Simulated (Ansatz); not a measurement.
# A constructed model of the (111) surface of fcc Ag, a pseudomorphic layer of Pt in the host's stacking (bottom of the slab: a bare face, its two planes held)

Computed with PBE (plane waves to 420 eV, PAW; Ansatz, a first-principles code).

Slab: 7 atoms, 14.4 Å thick at the start with caps and adatoms; k 15x15x1, smearing 0.1 eV, dipole-corrected; 2 atoms held, the rest relaxed; symmetry of the start imposed; no spin, no spin-orbit, no U. In PBE it is, or lies within 0.01 eV a 1x1 cell of, the lowest of the 2 structures of its composition computed so far; subsurface sites and larger cells were not tried.

* **work function of the top face**: 5.74 eV
* **energy released by relaxation**: 0.026 eV
* **cost**: about 2.2 core-minutes (a rough figure)
